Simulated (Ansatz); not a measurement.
Base system: MgO in the rock salt structure (space group Fm-3m, No. 225; a = 4.2537 Å).

The values are results of PBE (Ansatz, a first-principles code), spin-orbit coupling left out, not measurements.

For the base:

```
Property                     Result
---------  ------------------------
Band gap                    4.46 eV
Hole mass  0.38, 2.2, 2.2 mₑ (at Γ)
```

The change: every lattice vector is shortened by 1.50 %; the atoms relax in the strained cell.

Task: How does this affect the band gap and hole mass?

Result: The band gap grows by 0.44 eV, from 4.46 eV to 4.90 eV; the hole mass (degenerate bands, along [100]) becomes 0.40, 2.1, 2.1 mₑ (at Γ) (base: 0.38, 2.2, 2.2 mₑ (at Γ)).

Effective masses come from finite differences of ±0.01 Å⁻¹. Stability against distortions was not tested.
